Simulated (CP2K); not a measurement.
Input and output of a self-consistent single point for SrYMg6 (Amm2, 8 atoms in the cell) (CP2K).

Level of theory: LDA (Pade form), GPW, TZVP-MOLOPT-SR-GTH basis, GTH-PADE potentials (GTH_POTENTIALS) in CP2K.

The change in words: lattice scaled by 0.98. Reference geometry:
```xyz
8
Lattice="5.2601 0.0000 0.0000 0.0000 6.8358 0.0000 0.0000 3.1562 6.0636" Properties=species:S:1:pos:R:3 pbc="T T T"
Sr     0.0000     5.9764     3.6267
Y      2.6301     9.0320     5.4810
Mg     2.6301     5.6135     5.7126
Mg     2.6301     7.6591     2.3417
Mg     2.6301     4.0549     2.4607
Mg     0.0000     2.5505     3.4653
Mg     0.0000     4.2514     0.6624
Mg     0.0000     0.8301     0.5038
```

Reference input (self-consistent single point, DFT LDA (Pade form), GPW, TZVP-MOLOPT-SR-GTH basis, GTH-PADE potentials (GTH_POTENTIALS)): CUTOFF = 500 Ry; REL_CUTOFF = 50 Ry; SMEAR/METHOD = FERMI_DIRAC; ELECTRONIC_TEMPERATURE = 1160.45 K; KPOINTS/SCHEME = MONKHORST-PACK 4 3 3; GAMMA_CENTERED = T; XC_FUNCTIONAL = PADE; Sr/BASIS_SET = TZVP-MOLOPT-SR-GTH-q10; Sr/POTENTIAL = GTH-PADE-q10; Y/BASIS_SET = TZVP-MOLOPT-SR-GTH-q11; Y/POTENTIAL = GTH-PADE-q11; Mg/BASIS_SET = TZVP-MOLOPT-SR-GTH-q2. This run's input differs from it in these lines:

```diff
@@ -64,4 +64,4 @@
     &CELL
-      ABC 5.26014000 6.83580400 6.83580405
-      ALPHA_BETA_GAMMA 62.50240993 90.00000000 90.00000000
+      ABC 5.15493700 6.69908700 6.69908705
+      ALPHA_BETA_GAMMA 62.50241203 90.00000000 90.00000000
       PERIODIC XYZ
```

Output, abridged:

```
 SCF WAVEFUNCTION OPTIMIZATION

  Step     Update method      Time    Convergence         Total energy    Change
     1 NoMix/Diag. 0.20E+00      -     2.22276103       -75.2006182101 -7.52E+01
     2 Broy./Diag. 0.20E+00      -     0.03530970       -74.6274192258  5.73E-01
     3 Broy./Diag. 0.20E+00      -     0.08546684       -74.5556196898  7.18E-02
     4 Broy./Diag. 0.20E+00      -     0.02754046       -74.5529158202  2.70E-03
     5 Broy./Diag. 0.20E+00      -     0.01467988       -74.5417586621  1.12E-02
     6 Broy./Diag. 0.20E+00      -     0.00664424       -74.4710797944  7.07E-02
   [... 6 lines left out ...]
    13 Broy./Diag. 0.20E+00      -     0.00000683       -74.4740353807  1.92E-05
    14 Broy./Diag. 0.20E+00      -     0.00000060       -74.4740106009  2.48E-05
    15 Broy./Diag. 0.20E+00      -     0.00000071       -74.4740083522  2.25E-06
    16 Broy./Diag. 0.20E+00      -     0.00000006       -74.4740074777  8.75E-07
  *** SCF run converged in    16 steps ***

  Overlap energy of the core charge distribution:               0.00000000107046
  Self energy of the core charge distribution:               -141.01654200487994
  Core Hamiltonian energy:                                     31.31494308656774
  Hartree energy:                                              47.08465656507749
  Exchange-correlation energy:                                -11.85071219674250
  Electronic entropic energy:                                  -0.00635292864935
  Fermi energy:                                                 0.14610475303897

  Total energy:                                               -74.47400747766143
  Total energy (extrapolated to T->0):                        -74.47083101333676

                     Mulliken Population Analysis

   [... lines left out ...]

 STRESS| Analytical stress tensor [bar]
 STRESS|                        x                   y                   z
 STRESS|      x       -3.59894258263E+03  -7.41358705156E-10  -6.50016958115E-10
 STRESS|      y       -7.41358705156E-10  -2.65367875565E+03  -7.60810105660E+02
 STRESS|      z       -6.50016958115E-10  -7.60810105660E+02  -1.85834659570E+03
 STRESS| 1/3 Trace                                            -2.70365597799E+03
```

The run converged in 16 iterations. Against the reference run the free energy falls by 12.6 meV/atom, the pressure goes from -2.15 to -0.27 GPa and the largest force goes from 0.107 to 0.123 eV/Å.

The starting cell comes from a database of computed structures (which also holds hypothetical and non-ambient phases and stackings), without a prior relaxation at this level. For this run, on top of that: lattice scaled by 0.98. Values carry the incompleteness of an atom-centred basis.

Cost on one core of a shared machine: roughly 90 s.
